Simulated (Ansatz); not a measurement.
L1₂ (Cu3Au-type) Ni₃Si, treated with r²SCAN in Ansatz (plane waves, PAW).

Settings: plane-wave cutoff 560 eV, 16×16×16 k mesh, Fermi–Dirac smearing 0.05 eV, no spin polarisation, scalar-relativistic PAW data made under PBE.

Computed at the level's own relaxed cell.

**Question.** Predict the volume per atom, bulk modulus B0, lattice constant a and pressure derivative B′ of the bulk modulus.

**Answer.** 
* **volume per atom**: 10.40 Å³/atom
* **bulk modulus B0**: 240 GPa
* **lattice constant a**: 3.465 Å
* **pressure derivative B′ of the bulk modulus**: 4.8

The run finds no gap.

Measured, for comparison: equilibrium volume per atom 10.81 Å³/atom, lattice constant a 3.510 Å (temperature not stated, no zero-point or thermal correction; as tabulated in Metallic Nickel Silicides: Experiments and Theory for NiSi and First Principles …). Computed (rounded) less measured: equilibrium volume per atom -3.8 %, lattice constant a -1.3 %. A static lattice is as a rule a little smaller and stiffer than an uncorrected measurement, which narrows the difference in the lattice constant a and would widen misses of the other sign.

It cost about 5 core-minutes (a rough figure) of CPU time.

Ansatz is a quantum-chemistry and plane-wave program.
